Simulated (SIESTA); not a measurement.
SIESTA run on BaZrO3 (Pm-3m, 5 atoms in the cell): relaxation of cell and atoms.

Level of theory: GGA PBE, numerical atomic orbitals DZP, PseudoDojo PBE standard norm-conserving potentials (rewritten from UPF to PSML) in SIESTA.

```
BaZrO3
1.0
    4.19000     0.00000     0.00000
    0.00000     4.19000     0.00000
    0.00000     0.00000     4.19000
Ba Zr O
1 1 3
Cartesian
  0.00000   0.00000   0.00000
  2.09500   2.09500   2.09500
  2.09500   0.00000   2.09500
  0.00000   2.09500   2.09500
  2.09500   2.09500   0.00000
```

Reference input (self-consistent single point, DFT, GGA PBE, numerical atomic orbitals DZP, PseudoDojo PBE standard norm-conserving potentials (rewritten from UPF to PSML)): XC.functional = GGA; XC.authors = PBE; potentials = PseudoDojo PBE standard; PAO.BasisSize = DZP; PAO.EnergyShift = 0.01 Ry; MeshCutoff = 300 Ry; kgrid.MonkhorstPack = 8 8 8; OccupationFunction = FD; ElectronicTemperature = 0.02 eV; MaxSCFIterations = 150; SCF.Mixer.Method = Pulay; SCF.Mixer.Weight = 0.25. This run's input differs from it in these lines:

```diff
@@ -45,2 +45,7 @@
 Diag.ParallelOverK           true
+MD.TypeOfRun                 FIRE
+MD.Steps                     40
+MD.MaxForceTol               0.02 eV/Ang
+MD.VariableCell              true
+MD.MaxStressTol              0.05 GPa
 WriteForces                  true
```

Output, abridged:

```
        iscf     Eharris(eV)        E_KS(eV)     FreeEng(eV)     dDmax    Ef(eV) dHmax(eV)
   scf:    1    -3464.420272    -3487.611432    -3487.611432  1.409537 -6.271255  9.174695
   scf:    2    -3499.014039    -3494.837812    -3494.837812  0.501660 -6.147326  2.392309
   scf:    3    -3495.411088    -3495.317586    -3495.317586  0.189967 -5.036385  0.814056
   scf:    4    -3495.353651    -3495.341417    -3495.341417  0.026815 -5.118841  0.455809
   scf:    5    -3495.348216    -3495.348098    -3495.348098  0.043300 -5.332264  0.172938
   [... 2 lines left out ...]
   scf:    8    -3495.349984    -3495.349938    -3495.349938  0.001292 -5.256219  0.006498
   scf:    9    -3495.349941    -3495.349940    -3495.349940  0.000109 -5.253339  0.000133
   scf:   10    -3495.349940    -3495.349940    -3495.349940  0.000020 -5.253285  0.000007
   scf:   11    -3495.349940    -3495.349940    -3495.349940  0.000003 -5.253291  0.000003
SCF Convergence by DM+H criterion
max |DM_out - DM_in|         :     0.0000030449
max |H_out - H_in|      (eV) :     0.0000033459
SCF cycle converged after 11 iterations

Using DM_out to compute the final energy and forces

siesta: E_KS(eV) =            -3495.3499

siesta: E_KS - E_eggbox =     -3495.3499

siesta: Atomic forces (eV/Ang):
     1    0.000000    0.000000   -0.000000
     2    0.000000   -0.000000   -0.000000
     3   -0.000000    0.000000   -0.000000
     4   -0.000000   -0.000000   -0.000000
     5   -0.000000    0.000000    0.000000
   Tot   -0.000000   -0.000000   -0.000000
   Max    0.000000
   Res    0.000000    sqrt( Sum f_i^2 / 3N )
   Max    0.000000    constrained

Stress tensor Voigt[x,y,z,yz,xz,xy] (kbar):      -72.14      -72.14      -72.14       -0.00        0.00        0.00
   [... lines left out ...]
siesta: Pressure (static):         72.14155181  kBar
siesta: Pressure (total):         72.14155181  kBar
No target stress found, assuming hydrostatic MD.TargetPressure.
Target stress (kBar)
outcell: Cell volume (Ang**3)        :     76.6541
        iscf     Eharris(eV)        E_KS(eV)     FreeEng(eV)     dDmax    Ef(eV) dHmax(eV)
siesta: Pressure (static):          0.35043817  kBar
siesta: Pressure (total):          0.35043817  kBar
outcell: Cell volume (Ang**3)        :     76.6541
siesta: FreeEng =     -3495.417386
   [... lines left out ...]
   5  6.608   1.686   0.043   1.839   1.668   1.839  -0.196  -0.093  -0.196
              0.003   0.003   0.006   0.003   0.002

mulliken: Qtot =       40.000

Mulliken Atomic Populations:
Atom #   charge [q] valence [e]  Species
     1     1.416541    8.583459  Ba
     2     0.407008   11.592992  Zr
     3    -0.607850    6.607850  O
     4    -0.607849    6.607849  O
     5    -0.607850    6.607850  O
 Total     0.000000
```

The run converged. 

Summary of the result:
- Free energy E − TS: -3495.4174 eV
- Top of the valence band (on the code's own zero): -7.24 eV
- Gap on the k-point mesh: 3.08 eV
- Pressure: 0.04 GPa
- Final cell: a = b = c = 4.248 Å, α = β = γ = 90.00°
- Final volume per atom: 15.33 Å³
- Relaxation steps: 11

The starting cell has typed, rounded lattice constants, without a prior relaxation at this level. Values carry the incompleteness of an atom-centred basis. The basis of the alkali or alkaline-earth atoms may lack their empty d shell, which can raise the gap.

Cost on one core of a shared machine: roughly 5 min.
